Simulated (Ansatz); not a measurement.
# CaScO₂F (model structure, started from the SrVO2H type, P4/mmm, No. 123, 5 atoms in the cell)

Calculation: PBE0 (Ansatz, a quantum-chemistry and plane-wave program, PAW).

Run with plane-wave cutoff 460 eV, 6×6×6 k mesh, Fermi–Dirac smearing 0.01 eV, scalar-relativistic PAW data made under PBE.

Cell (relaxed with PBEsol):

Space group P4/mmm (No. 123); a = 4.061 Å, b = 4.061 Å, c = 3.959 Å, α = 90.00°, β = 90.00°, γ = 90.00°

| atom | site | symmetry | x | y | z |
|---|---|---|---|---|---|
| Ca | 1d | 4/mmm | 0.5000 | 0.5000 | 0.5000 |
| Sc | 1a | 4/mmm | 0.0000 | 0.0000 | 0.0000 |
| O | 2f | mmm. | 0.0000 | 0.5000 | 0.0000 |
| F | 1b | 4/mmm | 0.0000 | 0.0000 | 0.5000 |

For CaScO₂F (model structure, started from the SrVO2H type, P4/mmm, No. 123, 5 atoms in the cell), the band gap is 5.04 eV (on the SCF k mesh) (indirect) and the smallest direct gap on the k points sampled comes out as 5.57 eV.

Note: the relaxation could raise the start's symmetry but not lower it, so the cell can be a saddle point; cell and atoms aren't relaxed at this level (pressure 1.4 GPa).

Computed values are for the static lattice.

A model structure was made by putting elements into a prototype or built by hand; it is no filed structure, need not be a known phase, and can be a saddle point held by its symmetry.
